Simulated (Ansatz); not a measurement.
Pair distribution function (total) of Al (fcc), cell Al108, started from the crystal [in the run: it stayed crystalline; mean temperature 570 K (target 580 K); density 2.60 g/cm³, volume +4 % from the start crystal's; one k-point, which a denser mesh shifts by 0.1 GPa in pressure and 0.04 eV/Å in forces], from MD at 570 K. All values below come from PBE (plane waves, PAW; Ansatz, a first-principles code). Volume per atom 17.21 Å³, mean pressure 0.0 GPa. 

```
r (Å) | g(r)
     1.86 |  0.00
     1.90 |  0.00
     1.94 |  0.00
     1.98 |  0.00
     2.02 |  0.00
     2.06 |  0.00
     2.10 |  0.00
     2.14 |  0.00
     2.18 |  0.00
     2.22 |  0.00
     2.26 |  0.00
     2.30 |  0.00
     2.34 |  0.00
     2.38 |  0.00
     2.42 |  0.01
     2.46 |  0.04
     2.50 | # 0.12
     2.54 | ## 0.30
     2.58 | #### 0.65
     2.62 | ####### 1.20
     2.66 | ############ 1.93
     2.70 | ################# 2.69
     2.74 | ####################### 3.62
     2.78 | ########################## 4.20
     2.82 | ############################## 4.74
     2.86 | ############################## 4.82
     2.90 | ############################# 4.70
     2.94 | ########################### 4.28
     2.98 | ######################## 3.80
     3.02 | #################### 3.14
     3.06 | ################ 2.52
     3.10 | ########### 1.84
     3.14 | ######### 1.40
     3.18 | ###### 1.01
     3.22 | #### 0.69
     3.26 | ### 0.46
     3.30 | ## 0.30
     3.34 | # 0.20
     3.38 | # 0.13
     3.42 |  0.06
     3.46 |  0.06
     3.50 |  0.05
     3.54 |  0.04
     3.58 |  0.04
     3.62 |  0.06
     3.66 | # 0.09
     3.70 | # 0.14
     3.74 | # 0.20
     3.78 | ## 0.28
     3.82 | ## 0.37
     3.86 | ### 0.48
     3.90 | #### 0.61
     3.94 | ##### 0.76
     3.98 | ##### 0.83
     4.02 | ###### 0.96
     4.06 | ###### 1.00
     4.10 | ###### 0.99
     4.14 | ###### 1.00
     4.18 | ###### 0.91
     4.22 | ##### 0.81
     4.26 | #### 0.69
     4.30 | #### 0.57
     4.34 | ### 0.47
     4.38 | ## 0.34
     4.42 | ## 0.25
     4.46 | # 0.20
     4.50 | # 0.18
     4.54 | # 0.19
     4.58 | ## 0.26
     4.62 | ## 0.35
     4.66 | ### 0.52
     4.70 | ##### 0.74
     4.74 | ###### 1.01
     4.78 | ######## 1.35
     4.82 | ########## 1.68
     4.86 | ############# 2.04
     4.90 | ############## 2.32
     4.94 | ################ 2.53
     4.98 | ################ 2.63
     5.02 | ################# 2.69
     5.06 | ################ 2.57
     5.10 | ############### 2.41
     5.14 | ############# 2.12
     5.18 | ########### 1.82
     5.22 | ######### 1.48
     5.26 | ####### 1.17
     5.30 | ###### 0.92
     5.34 | #### 0.70
     5.38 | ### 0.54
     5.42 | ### 0.47
```

Q: State where the first shell ends and the number of neighbours in it.

A: first minimum near 3.5 Å (g down to about 0.04); 12.0 neighbours in the shell, from n = 4πρ∫r²g(r)dr.
